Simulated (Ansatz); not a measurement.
An Ansatz (a program for electronic structure) run: CdGeAs2 with a change (biaxial strain +1.50 %, plane normal [001], relaxed out of plane); DFT with LDA, PAW potentials and a 420 eV plane-wave cutoff in Ansatz, without spin-orbit coupling.

Input:

Ansatz 0.2 input:
```yaml
crystal:
  lattice:
    - [5.9616195695, 0, 0]
    - [0, 5.9616195695, 0]
    - [2.9808097847, -2.9808097847, 5.5711178583]
  atoms:
    - { symbol: Cd, position: [0, 0, 0] }
    - { symbol: Cd, position: [0.25, 0.25, 0.5] }
    - { symbol: Ge, position: [0.5, 0.5, 0] }
    - { symbol: Ge, position: [0.75, 0.75, 0.5] }
    - { symbol: As, position: [0.625, 0.3989835548, 0.25] }
    - { symbol: As, position: [0.3989835548, 0.125, 0.75] }
    - { symbol: As, position: [0.125, 0.8510164452, 0.25] }
    - { symbol: As, position: [0.8510164452, 0.625, 0.75] }
basis: { ecutwfc: 420, ecutrho_ratio: 4, xc_grid: 2, fft_grid_basis: typed }
kpoints: { mp_grid: { grid: [8, 8, 8] } }
hamiltonian:
  xc: lda
  dispersion: none
  pseudopotentials: { kind: paw }
scf: { occupations: { method: fermi_dirac, width: 0.05 } }
relax: { f_tol: 0.005, max_steps: 50, cell: { stress_tol: 0.01, fix: [a, b, gamma] } }
output: { forces: true, stress: true }
checkpoint: { write: state.ck, write_every: 1000 }
```

Output (explanatory and most iteration lines left out):

```
Relaxation: its limit of steps is 50 (relax.max_steps)
Pseudopotential: Cd, paw, valence charge 20
Pseudopotential: Ge, paw, valence charge 14
Pseudopotential: As, paw, valence charge 15
Crystal: 8 atoms, lattice volume = 198.003 Å³
Basis set: ecut = 420 eV, 3839 PW (Γ), exchange–correlation on 80×80×96 points (8 copies of the dense FFT grid, shifted against one another)
Bands: 77, of which v1, the nominal top of the filled ones, is band 64 counted from 1 (63 counted from 0)
Symmetry: 8 space group operations
Space group: I-42d (ITA 122), of the structure as read, at distance tolerance 5.8e-5 Å
k-points: 59 of 512 (time reversal used)
Functional: x = slater, c = lda
SCF iter   1: F=—  HF=-43762.306713 eV  |F-HF|=—  |Δ(HF+E_count)|=         —  Δρ=6.16e-3  dr2=4.84e-2  ethr=1.77e-3  ⟨swp⟩=6.0  Hψ=15568  notcnv=0  defer=6
SCF iter   2: F=—  HF=-43762.294614 eV  |F-HF|=—  |Δ(HF+E_count)|=   1.21e-2  Δρ=2.91e-3  dr2=1.18e-2  ethr=3.78e-5  ⟨swp⟩=3.0  Hψ=9992  notcnv=0  defer=79
SCF 1 converged in 9 iterations: F = -43762.291976 eV  dr2 = 9.83e-9
relax step   1: F+E_penalty+E_count = -43762.29197647 eV  Δ(F+E_penalty+E_count) = +0.000e0 eV  max|allowed force component| = 4.041e-2 eV/Å  Δτ_max = 0.0000 Å  P = -1.442 GPa  Ω = 198.003 Å³  fix = [a, b, gamma]  reactions: a -1.738, b -1.738 GPa  (9 SCF iters, dr2 threshold 1.00e-7 eV, accepted)
[... steps on the carried basis left out ...]
relax step   3: F+E_penalty+E_count = -43762.29854350 eV  Δ(F+E_penalty+E_count) = -3.580e-4 eV  max|allowed force component| = 3.638e-3 eV/Å  Δτ_max = 0.0046 Å  P = -0.793 GPa  Ω = 195.826 Å³  energy of the carried Pulay correction = +3.672e-4 eV  fix = [a, b, gamma]  reactions: a -1.190, b -1.190 GPa  (4 SCF iters, dr2 threshold 1.03e-7 eV, accepted)
Crystal: 8 atoms, lattice volume = 195.826 Å³
SCF iter   1: F=—  HF=-43762.298162 eV  |F-HF|=—  |Δ(HF+E_count)|=         —  Δρ=1.41e-5  dr2=1.02e-7  ethr=1.04e-7  ⟨swp⟩=3.0  Hψ=26450  notcnv=0
SCF iter   2: F=—  HF=-43762.298180 eV  |F-HF|=—  |Δ(HF+E_count)|=   1.80e-5  Δρ=7.99e-6  dr2=4.78e-8  ethr=8.00e-11  ⟨swp⟩=2.0  Hψ=8122  notcnv=0
SCF 4 converged in 8 iterations: F = -43762.298180 eV  dr2 = 1.38e-13
SCF converged after 8 iterations
Free energy (F): -43762.298180 eV
Internal energy: -43762.297666 eV  (E = F + TS)
E sigma→0 (E₀):  -43762.297923 eV
Entropy (-TS):   -0.000514 eV (-0.064 meV/atom)
Fermi energy:    8.822042 eV
--- Forces (eV/Å), atoms counted from 1 ---
  atom   1  Cd    -0.00000000     0.00000000    -0.00000000
  atom   2  Cd     0.00000000    -0.00000000    -0.00000000
  atom   3  Ge    -0.00000000     0.00000000    -0.00000000
  atom   4  Ge     0.00000000    -0.00000000    -0.00000000
  atom   5  As     0.00000000    -0.00364248     0.00000000
  atom   6  As    -0.00364248    -0.00000000    -0.00000000
  atom   7  As    -0.00000000     0.00364248    -0.00000000
  atom   8  As     0.00364248     0.00000000     0.00000000
--- Stress (GPa, compression-positive) ---
       -1.189731       0.000000      -0.000000
        0.000000      -1.189731       0.000000
       -0.000000       0.000000       0.000467
  P = ⅓ Tr σ = -0.7930 GPa (-7.930 kbar)
--- Relaxed structure (3 steps of the walk, 3 accepted, 1 SCFs on fresh bases) ---
  cell:  # Å, volume = 195.8258 Å³
    - [5.9616195695, 6.00260027702475e-23, 2.6752557879387727e-11]
    - [6.002602715429253e-23, 5.9616195695, -2.6752563313200298e-11]
    - [2.980809784725275, -2.980809784725275, 5.509869803640601]
  atoms:
    - { symbol: Cd, position: [-2.273296207205762e-21, 2.981703016548333e-21, 2.585681411597997e-32] }
    - { symbol: Cd, position: [0.24999999999999986, 0.25, 0.5] }
    - { symbol: Ge, position: [0.49999999999999994, 0.49999999999999994, -1.5781455150297888e-29] }
    - { symbol: Ge, position: [0.75, 0.7499999999999998, 0.5] }
    - { symbol: As, position: [0.6249999999999999, 0.3998968508733179, 0.25] }
    - { symbol: As, position: [0.3998968508733177, 0.12500000000000006, 0.75] }
    - { symbol: As, position: [0.1249999999999999, 0.8501031491266822, 0.25] }
    - { symbol: As, position: [0.850103149126682, 0.6250000000000002, 0.7500000000000002] }
```

Whether these cells are dynamically stable was not tested. The cell was made from CdGeAs2 in the chalcopyrite structure (space group I-42d, No. 122) by this change: biaxial strain +1.50 %, plane normal [001], relaxed out of plane.
